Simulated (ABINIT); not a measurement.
A user runs ABINIT on SiO2 (P3_221, 9 atoms in the cell) and asks whether the run is sound. The aim is a self-consistent single point with DFT, LDA (PW92), plane waves, PAW (JTH v2.0 LDA PAW).

Cell that was meant: a = 5.0213 Å, b = 5.0213 Å, c = 5.5473 Å, α = 90.00°, β = 90.00°, γ = 120.00°.

Part of the input:

```
nshiftk 1
shiftk 0 0 0
nstep 100
toldfe 0.001
prtwf 0
prtden 0
enunit 2
```

Output (repeated stretches shortened):

```
 Symmetries : space group P3_2 2 1 (#154); Bravais hP (primitive hexag.)

 -outvars: echo values of preprocessed input variables --------
   [... lines left out ...]

 Coarse grid specifications (used for wave-functions):

 getcut: wavevector=  0.0000  0.0000  0.0000  ngfft=  45  45  48
         ecut(hartree)=     23.997   => boxcut(ratio)=   2.07641

 Fine grid specifications (used for densities):

 getcut: wavevector=  0.0000  0.0000  0.0000  ngfft=  60  60  72
         ecut(hartree)=     47.995   => boxcut(ratio)=   2.02757

   1.87334636E+03                                ecore*ucvol(ha*bohr**3)

_setup2: Arith. and geom. avg. npw (full set) are    4589.438    4589.419
--- !BeginCycle
solver: {iscf: 17, nstep: 100, nline: 4, wfoptalg: 10, }
tolerances: {toldfe: 1.00E-03, }
...

     iter   Etot(hartree)      deltaE(h)  residm     nres2
 ETOT  1  -109.66511131932    -1.097E+02 4.252E-02 1.409E+02
 ETOT  2  -109.47280229602     1.923E-01 7.359E-03 5.437E+01
 ETOT  3  -109.41465881098     5.814E-02 1.369E-03 2.990E+00
 ETOT  4  -109.41308473577     1.574E-03 6.493E-04 4.432E-02
 ETOT  5  -109.41330469886    -2.200E-04 3.277E-04 6.400E-03
 ETOT  6  -109.41334799201    -4.329E-05 4.954E-04 6.681E-04
 At SCF step    6, etot is converged :
  for the second time, diff in etot=  4.329E-05 < toldfe=  1.000E-03

 Cartesian components of stress tensor (hartree/bohr^3)
  sigma(1 1)=  4.76843113E-04  sigma(3 2)=  0.00000000E+00
  sigma(2 2)=  4.76843114E-04  sigma(3 1)=  0.00000000E+00
  sigma(3 3)=  4.94684333E-04  sigma(2 1)=  1.08004390E-13

 ----iterations are completed or convergence reached----

 reduced coordinates (array xred) for    9 atoms
       0.000000000000      0.468800000000      0.333333333333
       0.531200000000      0.531200000000      0.000000000000
       0.468800000000      0.000000000000      0.666666666667
       0.144540000000      0.731440000000      0.547820000000
       0.268560000000      0.413100000000      0.214486666667
   [... lines left out ...]
 Fermi (or HOMO) energy (hartree) =   0.16232   Average Vxc (hartree)=  -0.34919
 Fermi (or HOMO) energy (eV) =   4.41693   Average Vxc (eV)=  -9.50184
   [... lines left out ...]
total_energy        : -1.09403244934293E+02
total_energy_eV     : -2.97701369343665E+03
...

-Cartesian components of stress tensor (GPa)         [Pressure= -1.4204E+01 GPa]
- sigma(1 1)=  1.40292064E+01  sigma(3 2)=  0.00000000E+00
- sigma(2 2)=  1.40292064E+01  sigma(3 1)=  0.00000000E+00
- sigma(3 3)=  1.45541131E+01  sigma(2 1)=  3.17759833E-09

 Calculation completed.
```

Is anything amiss in this input, and did it matter?

The run is not sound. The fault is a convergence threshold that is too loose. A loop that stops early leaves an energy error of second order in the density error, but errors of first order in forces and stress. To fix it, tighten the threshold. The run converged in 6 iterations without an error; against the sound input the free energy is nearly the same (within 1 meV/atom), the pressure goes from -13.74 to -14.20 GPa, the largest force goes from 0.761 to 0.788 eV/Å and the gap on the mesh moves little (5.232 to 5.230 eV).

An input that runs soundly differs in these lines (not the only fix; some lines may just follow from the change or write a value another way):
```diff
-toldfe 0.001
+tolvrs 1.0e-11
```

With that input, the run converged in 17 iterations: free energy E − TS -2977.29 eV; top of the valence band (on the code's own zero) 0.29 eV; gap on the k-point mesh 5.23 eV; pressure -13.74 GPa; largest force (vector length) 0.761 eV/Å (DFT, LDA (PW92), plane waves, PAW (JTH v2.0 LDA PAW)).

On the sound input: the starting cell comes from a database of computed structures (which also holds hypothetical and non-ambient phases and stackings), without a prior relaxation at this level. Its lattice was rescaled by a random factor within 2.5 % of one. With a pressure of about -14 GPa the cell is away from its equilibrium volume at this level.

These are the values that this program gave, and no reference: the one-centre exchange-correlation terms come from a truncated expansion.
